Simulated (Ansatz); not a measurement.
Tl₃AsS₄ (Pnma, No. 62), treated with PBEsol (Ansatz, a quantum-chemistry and plane-wave program, plane waves, PAW).

Settings: plane-wave cutoff 520 eV, 4×4×4 k mesh, Fermi–Dirac smearing 0.01 eV, scalar-relativistic PAW data made under PBE.

Cell (measured lattice):

```xyz
32
Lattice="8.8940 0.0000 0.0000 0.0000 10.8550 0.0000 0.0000 0.0000 9.0790" Properties=species:S:1:pos:R:3 pbc="T T T"
Tl     0.5443     0.5362     1.7777
Tl     3.9027    10.3188     6.3172
Tl     4.9913     4.8913     2.7618
Tl     8.3497     5.9637     7.3013
Tl     8.3497    10.3188     7.3013
Tl     4.9913     0.5362     2.7618
Tl     3.9027     5.9637     6.3172
Tl     0.5443     4.8913     1.7777
Tl     3.4126     2.7138     8.0858
Tl     1.0344     8.1412     3.5463
Tl     7.8596     2.7138     5.5327
Tl     5.4814     8.1412     0.9932
As     2.4965     2.7138     4.3071
As     1.9505     8.1412     8.8466
As     6.9435     2.7138     0.2324
As     6.3975     8.1412     4.7719
S      2.7216     2.7138     2.1227
S      1.7254     8.1412     6.6622
S      7.1686     2.7138     2.4168
S      6.1724     8.1412     6.9563
S      0.0356     2.7138     8.4616
S      4.4114     8.1412     3.9221
S      4.4826     2.7138     5.1569
S      8.8584     8.1412     0.6174
S      1.3848     0.9433     4.8609
S      3.0622     9.9117     0.3214
S      5.8318     4.4842     8.7576
S      7.5092     6.3708     4.2181
S      7.5092     9.9117     4.2181
S      5.8318     0.9433     8.7576
S      3.0622     6.3708     0.3214
S      1.3848     4.4842     4.8609
```

Give the computed band gap, smallest direct gap on the k points sampled and Γ–Γ gap.


- band gap: 1.44 eV
- smallest direct gap on the k points sampled: 1.46 eV
- Γ–Γ gap: 1.55 eV

Measured, for comparison: band gap 2.06 ± 0.1 eV (temperature not stated, not corrected to a static lattice, crystals; values from its Ref. 18; as tabulated in Spesyvykh et al. (2024), doi:10.15330/pcss.25.4.795-800).

Note: cell and atoms aren't relaxed at this level (largest force component 0.28 eV/Å, pressure -0.3 GPa).

Spin–orbit coupling is not included; with these elements it can move the gap by several tenths of an eV or more.
